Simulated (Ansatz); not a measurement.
Start from Mg2Ge in the anti-fluorite structure (space group Fm-3m, No. 225; a = 6.2865 Å). Axes: x, y, z lie along the cube axes.

Calculations: plane-wave PAW DFT at the LDA level (Ansatz, a quantum-chemistry and plane-wave program, 420 eV), no SOC.

Base values:

| Property | Value |
|---|---|
| Valley order | X along ⟨100⟩ 0.10 eV; L along ⟨111⟩ 1.10 eV; Γ 1.16 eV |
| Electron mass | 0.55 mₑ along k, 0.18 mₑ across (at X) |
| Valence-band top at Γ | 0.00, 0.00, 0.00 eV |
| Smallest direct gap | 1.16 eV |

Now apply this change: the cell is stretched by 0.50 % along z with no lateral relaxation; the atoms relax in the strained cell.

Task: What does the calculation give for the valley order, stress, electron mass, valence-band top at Γ and smallest direct gap after the change?

Result: The valley order (the lowest conduction-band minima on the path, energy above the VBM, named in the base's zone) goes from X along ⟨100⟩ 0.10 eV; L along ⟨111⟩ 1.10 eV; Γ 1.16 eV to X along [100] 0.09 eV; X along [001] 0.11 eV; L along [1-11] 1.07 eV; Γ 1.12 eV; the stress (xx, yy, zz, yz, xz, xy; compression positive) amounts to (-0.12, -0.12, -0.59, 0.00, 0.00, 0.00) GPa; the electron mass stays 0.55 mₑ along k, 0.18 mₑ across (at X); the valence-band top at Γ (three highest levels, from the VBM) goes from 0.00, 0.00, 0.00 eV to 0.00, 0.00, -0.02 eV; the smallest direct gap falls by 0.04 eV (1.16 eV → 1.12 eV).

Effective masses come from finite differences of ±0.01 Å⁻¹. Along k means along the line from Γ to the band edge. Whether these cells are dynamically stable was not tested. The zero or small gap of Mg2Ge can change with the level of theory.
